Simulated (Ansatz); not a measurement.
The parent structure is TlCl in the NiAs type structure (space group P6_3/mmc, No. 194; a = 4.501 Å, c = 7.920 Å; a hypothetical phase, not in the database extracts checked). Axes: x lies along a and z along c of the hexagonal cell.

(Cell as relaxed with PBE.)

Levels (all Ansatz, a quantum-chemistry and plane-wave program, PAW): PBE (420 eV, no spin-orbit coupling); PBEsol (420 eV, spin-orbit coupling left out).

Each level relaxes its own structure.

```
base                      PBE    PBEsol
-------------------  --------  --------
volume per atom      34.74 Å³  31.60 Å³
lattice parameter a   4.501 Å   4.347 Å
band gap              2.20 eV   1.77 eV
```

One thing is altered: tensile biaxial strain of 1.56 % in the plane normal to [001], as in epitaxy on a mismatched substrate; the out-of-plane cell vector and the atoms relax.

```json
[
 {"quantity": "out-of-plane strain", "PBE": "-1.45 %", "PBEsol": "…"},
 {"quantity": "valence-band top at Γ (three highest levels, from the VBM)", "PBE": "0.00, -1.51, -1.51 eV", "PBEsol": "…"},
 {"quantity": "shift of the gap caused by the change", "PBE": "-0.06 eV", "PBEsol": "…"},
 {"quantity": "band gap", "PBE": "2.14 eV", "PBEsol": "…"}
]
```

Q: Predict the PBEsol column.

A: 
- out-of-plane strain, PBEsol: -1.78 %
- valence-band top at Γ (three highest levels, from the VBM), PBEsol: 0.00, -1.98, -1.98 eV
- shift of the gap caused by the change, PBEsol: -0.09 eV
- band gap, PBEsol: 1.68 eV

PBE's out-of-plane strain lies 0.33 % above PBEsol's; PBE's shift of the gap caused by the change lies 0.03 eV above PBEsol's; PBE's band gap lies 0.46 eV above PBEsol's. Neither level is exact; PBEsol is the comparison here, not a measurement.

With Tl present, leaving out spin-orbit coupling can change the band edges. No phonon test of stability was made.
